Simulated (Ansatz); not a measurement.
System: P-vacancy pair (P on one host Si site, one Si site vacant) in silicon (charge state +1). Calculation: PBE, PAW (plane waves to 420 eV; Ansatz, a first-principles code).

Settings: 216 host sites, the relaxed PBE lattice, one k-point at (0.250, 0.250, 0.250), smearing 0.01 eV, spin-restricted, no image-charge correction. Static, classical nuclei. The charge state is imposed; whether it is stable for some Fermi level was not computed. Forms of the defect that were not tried may lie lower.

Barriers: single points on a 2×2×2 k-point mesh shifted by half a step at the bands' geometries (they differ from the bands' own by up to 0.09 eV, and are uncertain by about as much).

The step: direct exchange of P with the vacancy (P-vacancy distance between ideal sites 2.37 Å throughout). Atoms about the jump, Cartesian Å from the middle of the jump, before and after:

| atom | x0 | y0 | z0 | x1 | y1 | z1 |
|---|---|---|---|---|---|---|
| P1 | -0.64 | -0.64 | -0.64 | 0.64 | 0.64 | 0.64 |
| Si2 | 2.02 | -0.53 | 2.03 | 2.03 | -0.58 | 2.03 |
| Si3 | -2.03 | -2.03 | 0.58 | -2.02 | -2.02 | 0.53 |
| Si4 | 0.58 | -2.03 | -2.03 | 0.53 | -2.02 | -2.03 |
| Si5 | -0.52 | 2.02 | 2.01 | -0.58 | 2.03 | 2.03 |
| Si6 | 2.02 | 2.02 | -0.53 | 2.03 | 2.03 | -0.58 |
| Si7 | -2.03 | 0.58 | -2.03 | -2.02 | 0.52 | -2.01 |

Q: Predict the transition state.

A: 
| atom | x | y | z |
|---|---|---|---|
| P1 | 0.00 | -0.02 | 0.02 |
| Si2 | 1.90 | -0.59 | 1.89 |
| Si3 | -1.90 | -1.90 | 0.59 |
| Si4 | 0.60 | -1.92 | -1.91 |
| Si5 | -0.60 | 1.92 | 1.92 |
| Si6 | 1.92 | 1.92 | -0.59 |
| Si7 | -1.93 | 0.59 | -1.92 |
It lies 1.43 eV above the start and 1.43 eV above the end. The saddle point's order was not checked, and it lies on a symmetry element of the cell, where a band can be held.
